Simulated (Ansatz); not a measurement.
The starting structures come from a database of crystals and need not be the phases stable at ambient conditions.

 Where the default PAW files enter, the runs use the earlier of Ansatz's two default sets.

Consider the following.

```
CELL_PARAMETERS angstrom
      6.93014     0.00000     0.00000
     -3.46507     6.00168     0.00000
      3.46507     2.00056     2.82922
ATOMIC_POSITIONS crystal
  Ca 0.50000 0.00000 0.00000
  Ca 0.50000 0.50000 0.00000
  Ca 0.00000 0.50000 0.00000
  Bi 0.00000 0.00000 0.00000
  N  0.00000 0.50000 0.50000
```

Space group of this cell: Pm-3m, anti-perovskite. The cell is taken as given; by PBEsol its mean pressure is -1.9 GPa.

Transport runs along the normal of the first two printed cell vectors, the (111) plane of the conventional cell.

No gap correction and no spin-orbit coupling; mid-gap values are interpolated between computed energies.

Question: Predict the band gap and the smallest decay constant κ at mid-gap from PBEsol (Ansatz, an electronic-structure program).

Answer: Gap 0.36 eV on a 10×10×10 mesh; κ = 0.050 1/Å, at the zone centre.
